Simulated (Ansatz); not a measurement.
Response to strain in Ge

Consider Ge in the diamond structure (space group Fd-3m, No. 227).

```
Ge
1.0
    0.00000     2.83720     2.83720
    2.83720     0.00000     2.83720
    2.83720     2.83720     0.00000
Ge
2
Direct
  0.00000   0.00000   0.00000
  0.25000   0.25000   0.25000
```

Cartesian axes are those of the cell as printed.

Strains are applied to the cell and any free atomic positions relax; under biaxial strain the out-of-plane vector relaxes too.

The values are results of r2SCAN/PAW in Ansatz (a quantum-chemistry and plane-wave program), no spin-orbit coupling, not measurements.

Notes on the quantities. pressure: mean of the normal stresses, compression positive; energy relative to the base: free energy F.

| change | ratio −ε⊥/ε∥ | pressure | energy relative to the base | gap character |
|---|---|---|---|---|
| base | – | 0.1 kbar | 0 meV/atom | direct at Γ |
| biaxial strain −3.00 %, plane normal [001], relaxed out of plane | 0.69 | 31.5 kbar | +19 meV/atom | indirect, Γ → N |
| biaxial strain −2.50 %, plane normal [001], relaxed out of plane | 0.69 | ___ | ___ | indirect, Γ → N |
| biaxial strain −2.00 %, plane normal [001], relaxed out of plane | 0.70 | 20.2 kbar | +8.4 meV/atom | indirect, Γ → N |
| biaxial strain −1.50 %, plane normal [001], relaxed out of plane | 0.70 | 14.9 kbar | +4.7 meV/atom | indirect, Γ → N |
| biaxial strain −1.00 %, plane normal [001], relaxed out of plane | 0.70 | 9.7 kbar | +2.1 meV/atom | – |
| biaxial strain −0.50 %, plane normal [001], relaxed out of plane | – | 4.8 kbar | +0.5 meV/atom | direct at Γ |

### Question
Fill in the withheld entries from the trend.

### Answer

- biaxial strain −2.50 %, plane normal [001], relaxed out of plane, pressure: 25.8 kbar
- biaxial strain −2.50 %, plane normal [001], relaxed out of plane, energy relative to the base: +13 meV/atom

No phonon test of stability was made. The real Ge has an indirect gap at ambient pressure; r2SCAN orders its close-lying valleys differently. Labels are those of the standard path for the cell's own space group.
